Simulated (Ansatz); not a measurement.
## Pressure series in ZnSe

Start from ZnSe in the zinc blende structure (space group F-43m, No. 216; a = 5.733 Å).

Cell and atoms are relaxed at each pressure.

Calculations: PBE (Ansatz, a quantum-chemistry and plane-wave program; PAW; 420 eV plane waves; no spin-orbit coupling), earlier PAW set.

Notes on the quantities. hole mass: degenerate bands, along [100].

```csv
change,band gap,lattice parameter a,hole mass,electron mass
base,1.15 eV,5.733 Å,"0.094, 0.63, 0.63 mₑ (at Γ)",0.089 mₑ (at Γ)
pressure −2 GPa,1.00 eV,5.807 Å,"0.085, 0.66, 0.66 mₑ (at Γ)",___
pressure −1 GPa,1.08 eV,5.768 Å,"0.090, 0.65, 0.65 mₑ (at Γ)",0.086 mₑ (at Γ)
pressure 0.3 GPa,1.17 eV,5.723 Å,"0.095, 0.63, 0.63 mₑ (at Γ)",0.090 mₑ (at Γ)
pressure 0.7 GPa,___,5.710 Å,"0.096, 0.62, 0.62 mₑ (at Γ)",0.091 mₑ (at Γ)
pressure 1.5 GPa,1.25 eV,___,"0.099, 0.61, 0.61 mₑ (at Γ)",0.094 mₑ (at Γ)
pressure 3 GPa,1.34 eV,5.643 Å,"0.10, 0.59, 0.59 mₑ (at Γ)",0.099 mₑ (at Γ)
pressure 5 GPa,1.45 eV,5.592 Å,"0.11, 0.57, 0.57 mₑ (at Γ)",0.10 mₑ (at Γ)
pressure 7.5 GPa,1.57 eV,5.537 Å,"0.12, 0.55, 0.55 mₑ (at Γ)",0.11 mₑ (at Γ)
pressure 10 GPa,1.68 eV,5.488 Å,"0.12, 0.53, 0.53 mₑ (at Γ)",0.11 mₑ (at Γ)
```

### Question
What belongs in the blanks?

### Answer

- pressure −2 GPa, electron mass: 0.082 mₑ (at Γ)
- pressure 0.7 GPa, band gap: 1.20 eV
- pressure 1.5 GPa, lattice parameter a: 5.685 Å

Load acts through the strain it causes; cell and atoms are relaxed under it. Effective masses come from finite differences of ±0.01 Å⁻¹. No phonon test of stability was made. Tetrahedral semiconductors of this kind turn to denser phases somewhere between about 1 and 50 GPa; those were not computed, so compressed cells here can lie past the real transition.
